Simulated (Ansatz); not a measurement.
System: Ge₂Sb₂Te₅ (model structure, P3m1, No. 156, 9 atoms in the cell). Method: PBE (Ansatz, an electronic-structure program, PAW).

Numerical settings: plane-wave cutoff 520 eV, 12×12×2 k mesh (along the axes of the cell as run), Fermi–Dirac smearing 0.01 eV, scalar-relativistic PAW data made under PBE.

Cell (relaxed at this level):

```cif
data_Ge2Sb2Te5
_chemical_formula_sum 'Te5 Sb2 Ge2'
_space_group_name_H-M_alt 'P3m1'
_space_group_IT_number 156
_space_group_name_Hall 'P 3 -2"'
_cell_length_a 4.28198
_cell_length_b 4.28198
_cell_length_c 17.71102
_cell_angle_alpha 90.000
_cell_angle_beta 90.000
_cell_angle_gamma 120.000
loop_
_atom_site_label
_atom_site_type_symbol
_atom_site_symmetry_multiplicity
_atom_site_Wyckoff_symbol
_atom_site_fract_x
_atom_site_fract_y
_atom_site_fract_z
_atom_site_occupancy
Te1 Te 1 a 0.00000 0.00000 0.99356 1
Sb1 Sb 1 b 0.33333 0.66667 0.09349 1
Te2 Te 1 c 0.66667 0.33333 0.20413 1
Sb2 Sb 1 a 0.00000 0.00000 0.32156 1
Te3 Te 1 b 0.33333 0.66667 0.41822 1
Te4 Te 1 c 0.66667 0.33333 0.58460 1
Ge1 Ge 1 a 0.00000 0.00000 0.66413 1
Te5 Te 1 b 0.33333 0.66667 0.79023 1
Ge2 Ge 1 c 0.66667 0.33333 0.87126 1
```

### Question
What does this level give for the band gap?

### Answer

- band gap = 0.27 eV (on the SCF k mesh)

Note: the relaxation could raise the start's symmetry but not lower it, so the cell can be a saddle point.

Spin–orbit coupling is not included; it can close the smallest gap of 0.27 eV.

A model structure was made by putting elements into a prototype or built by hand; it is no filed structure, need not be a known phase, and can be a saddle point held by its symmetry.
